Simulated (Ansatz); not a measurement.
# A short convergence ladder for CsLuS2 (R3m, 4 atoms in the cell)

```
CELL_PARAMETERS angstrom
      1.98803     1.14779     8.02099
     -1.98803     1.14779     8.02099
      0.00000    -2.29558     8.02099
ATOMIC_POSITIONS crystal
  Cs 0.00208 0.00208 0.00208
  Lu 0.50000 0.50000 0.50000
  S  0.77409 0.77409 0.77409
  S  0.22591 0.22591 0.22591
```

Base method: PBEsol, default PAW files made with PBE (plane waves; Ansatz, a quantum-chemistry and plane-wave program).

Base settings: basis.ecutwfc = 420 eV; kpoints.mp_grid.grid = 7 7 7; hamiltonian.xc = pbesol; hamiltonian.pseudopotentials = {kind: paw} (the program's default PAW files); scf.occupations.method = fixed.

**The width of Fermi-Dirac smearing**

In this ladder: scf.occupations.method = fermi_dirac.

The mesh stays at the base's, so the ladder's end is converged at best in this setting alone.

Only quantities that move along the ladder and can be compared are tabulated.

| scf.occupations.width | free energy less the last step's (meV/atom) | pressure (GPa) | largest difference of a force vector from the last step's (eV/Å) |
|---|---|---|---|
| 1 eV | -384.74 | 0.10 | 0.132 |
| 0.5 eV | -26.22 | -1.07 | 0.036 |
| 0.2 eV | -0.14 | -1.05 | 0.001 |
| 0.1 eV | 0.00 | -1.04 | 0.000 |
| 0.02 eV | 0.00 | -1.04 | 0.000 |

Widest scf.occupations.width that holds the pressure within 0.05 GPa of the last step, with all finer ones: 0.5 eV; the step before is off by 1.1 GPa.

Widest scf.occupations.width that holds the free energy within 2 meV/atom of the last step, with all finer ones: 0.2 eV; the step before is off by 26 meV/atom.

Widest scf.occupations.width that holds the forces within 0.005 eV/Å of the last step, with all finer ones: 0.2 eV; the step before is off by 0.036 eV/Å.

On the base run: the starting cell comes from a database of computed structures (which also holds hypothetical and non-ambient phases and stackings), without a prior relaxation at this level. Its lattice was rescaled by up to half a per cent. One atom was moved a little off its site on purpose. Ansatz's pressure includes its estimate of the finite-basis (Pulay) stress.

Keys are those of Ansatz 0.2.
